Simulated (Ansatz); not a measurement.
**Effect of biaxial strain +3.22 %, plane normal [001], relaxed out of plane on CrCuO2**

Start from CrCuO$_{2}$ (space group R-3m, No. 166; a = 2.964 Å, c = 16.920 Å (hexagonal axes); ferromagnetic). Axes: x lies along a and z along c of the hexagonal cell.

Perturbation: biaxial strain +3.22 %, plane normal [001], relaxed out of plane (Cartesian); in-plane vectors clamped, the third vector and the atoms free.

Level of theory: PBEsol (Ansatz, an electronic-structure program), no spin-orbit coupling. k-mesh 13×13×13 (Γ-centred); smearing 0.05 eV (Fermi–Dirac).

The volume per atom rises by 0.488 Å³ (10.73 Å³ → 11.21 Å³) and the space group stays R-3m (No. 166). The shortest interatomic distance drops by 0.008 Å, from 1.829 Å to 1.821 Å and the energy increases by 17 meV/atom. The band gap rises by 0.07 eV (0.92 eV → 0.99 eV) and the gap character goes from indirect, S₂–F (13 % along) → L to indirect, S₂–F (25 % along) → k = (0, 0.308, -0.385) in the run's primitive reciprocal basis. The smallest direct gap grows by 0.13 eV (1.16 eV → 1.29 eV) and the width of the top valence band decreases by 0.14 eV, from 1.92 eV to 1.78 eV. The magnetic state remains ferromagnetic and the largest site moment hardly moves (2.38 μB against 2.42 μB). The out-of-plane strain is -1.87 % and the ratio −ε⊥/ε∥ is 0.58. The mean in-plane stress (compression positive) is -7.3 GPa.

No phonon test of stability was made. No Hubbard U is applied and the magnetic state is the run's own (CrCuO2 ferromagnetic); small cells can't hold the antiferromagnetic order that many such compounds have, so gaps and moments can be off. A gap here joins edges of opposite spin (a spin-flip gap).
